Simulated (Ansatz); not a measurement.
A zone-centre phonon calculation of BW (I4_1/amd, 8 atoms in the cell) with Ansatz (a first-principles code).

Computed with LDA (PW92), default PAW files made with PBE (plane waves; Ansatz).

```
BW
1.0
   -1.57026     1.57026     8.48605
    1.57026    -1.57026     8.48605
    1.57026     1.57026    -8.48605
B W
4 4
Direct
  0.40631   0.90631   0.50000
  0.65631   0.65631   0.00000
  0.34369   0.34369   0.00000
  0.09369   0.59369   0.50000
  0.55312   0.05312   0.50000
  0.80312   0.80312   0.00000
  0.19688   0.19688   0.00000
  0.94688   0.44688   0.50000
```

Reference input (self-consistent single point, DFT, LDA (PW92), plane waves, default PAW files made with PBE): basis.ecutwfc = 420 eV; kpoints.mp_grid.grid = 8 8 8; hamiltonian.xc = lda; hamiltonian.pseudopotentials = {kind: paw} (the program's default PAW files); scf.occupations.method = fermi_dirac; scf.occupations.width = 0.1 eV. This run's input differs from it in these lines:

Ansatz 0.2 input:
```diff
@@ -16,3 +16,3 @@
 basis:
-  ecutwfc: 420.0
+  ecutwfc: 295.0
 kpoints:
@@ -28,6 +28,4 @@
     width: 0.1
-output:
-  forces: true
-  eigenvalues: true
-  stress: true
+phonons:
+  method: dfpt
```

The program printed (abridged):

```
SCF iter   1: F=—  HF=-41121.309359 eV  |F-HF|=—  |Δ(HF+E_count)|=         —  Δρ=9.51e-3  dr2=9.43e-2  ethr=1.77e-3  ⟨swp⟩=5.7  Hψ=15709  notcnv=0
all-band conjugate gradients solve this SCF's bands
preconditioner: auto → Kerker (q_TF=auto, 2.635 Å⁻¹)
SCF iter   2: F=—  HF=-41121.290904 eV  |F-HF|=—  |Δ(HF+E_count)|=   1.85e-2  Δρ=5.23e-3  dr2=2.72e-2  ethr=1.39e-4  ⟨swp⟩=1.0  Hψ=4750  notcnv=0
   [... lines left out ...]
SCF iter   5: F=—  HF=-41121.284011 eV  |F-HF|=—  |Δ(HF+E_count)|=   1.48e-4  Δρ=1.03e-5  dr2=1.18e-7  ethr=3.13e-9  ⟨swp⟩=2.6  Hψ=6962  notcnv=0
SCF iter   6: F=—  HF=-41121.284011 eV  |F-HF|=—  |Δ(HF+E_count)|=   4.22e-8  Δρ=2.25e-6  dr2=5.14e-9  ethr=1.73e-10  ⟨swp⟩=2.0  Hψ=5512  notcnv=0
SCF iter   7: F=—  HF=-41121.284011 eV  |F-HF|=—  |Δ(HF+E_count)|=   1.74e-9  Δρ=3.85e-7  dr2=1.37e-10  ethr=7.56e-12  ⟨swp⟩=2.0  Hψ=5499  notcnv=0
SCF iter   8: F=-41121.284011 eV  HF=-41121.284011 eV  |F-HF|=1.46e-11  |Δ(HF+E_count)|=  5.09e-11  Δρ=5.08e-8  dr2=2.17e-12  ethr=1.00e-12  ⟨swp⟩=6.8  Hψ=17682  notcnv=0
SCF 1 converged in 8 iterations: F = -41121.284011 eV  dr2 = 2.17e-12
DFPT response loops at Γ: preconditioner auto → Kerker (q_TF=auto, 2.635 Å⁻¹) (partly filled bands, converged f_vac=0.000) …
Free energy (F): -41121.284011 eV
Internal energy: -41121.205839 eV  (E = F + TS)
E sigma→0 (E₀):  -41121.244925 eV
Entropy (-TS):   -0.078172 eV (-9.771 meV/atom)
Fermi energy:    21.245003 eV
--- Phonons (Γ-DFPT): 6 representative perturbations + reference, on 95 of 512 k-points (Σ response iterations 19) ---
  k mesh reduced under 4 symmetry operations, with k and −k counted as one. Each operation leaves every solved displacement unchanged or reverses it
  ASR residual: 3.110e-4 → 0.000e0 eV/Å²; symmetrization residual: 3.910e-6 eV/Å²
  ASR residual per site (eV/Å²): 8.16e-6 8.16e-6 8.16e-6 8.16e-6 3.11e-4 3.11e-4 3.11e-4 3.11e-4
  Γ frequencies (cm⁻¹): 0.00 0.00 0.00 116.56 116.56 122.50 122.50 156.06 162.68 162.68 170.48 205.02 460.27 467.02 467.02 470.25 523.25 530.89 558.03 558.03 567.50 567.50 584.75 584.75
  non-analytic LO–TO correction: not included (Born effective charges unavailable; polar crystals: no LO–TO splitting at Γ)
```

The run converged in 8 iterations. 

Summary of the result:
```
Quantity                                                                                                                                                            Result
--------------------------------------------------------  ----------------------------------------------------------------------------------------------------------------
Free energy E − TS (on the zero of these files)                                                                                                             -41121.2840 eV
Fermi level (on the code's own zero)                                                                                                                              21.25 eV
Zone-centre frequencies (cm⁻¹; negative means imaginary)  0, 0, 0, 117, 117, 122, 122, 156, 163, 163, 170, 205, 460, 467, 467, 470, 523, 531, 558, 558, 568, 568, 585, 585
```

The starting cell comes from a database of computed structures (which also holds hypothetical and non-ambient phases and stackings), without a prior relaxation at this level. Its lattice was rescaled by up to half a per cent. Spin polarisation is off. The cutoff lies below the one recommended for these files.

Cost on one core of a shared machine: roughly 8 min.
